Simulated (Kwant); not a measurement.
Device: quantum point contact (saddle potential) in a ZnO two-dimensional gas. Effective mass 0.3 mₑ, grid spacing 1.7 nm, hard walls, nominal width 40 nm (23 grid rows, so walls 40.8 nm apart), one parabolic valley, scattering region 120 nm long along x; energies count from the band bottom; Fermi energy 0.00485 eV. Potential (V0 + ½k y²) cos²(πx/L) for |x| < L/2, with V0 swept from 0.0050925 to 0 eV, k = 6.1e-05 eV/nm², L = 48 nm.

The device is made up for the run: typed textbook-type constants, with dimensions and the other settings drawn at random.

Kwant, effective-mass tight-binding model on a square grid, one spin, coherent transport at 0 K. Conductance is in e²/h.

**Question.** Compare with the saddle-point formula G = Σ 1/(1 + exp(−2π(E − V0 − ħωy(n + ½))/ħωx)), taking ħωy = ħ√(k/m) and ħωx from the curvature along x of V0 plus half of the mode's confinement energy.

**Answer.** ħωy = 3.94 meV; at V0 = 4.13 meV the lowest mode has ħωx = 3.34 meV.

```
V0 (meV)  formula  simulation
--------  -------  ----------
4.80        0.033       0.029
4.13        0.087       0.082
3.47         0.23        0.24
2.80         0.54        0.56
2.14         0.86        0.87
1.48         0.98        0.99
```

The formula takes a parabolic saddle in the continuum; the run has the full potential on a grid.
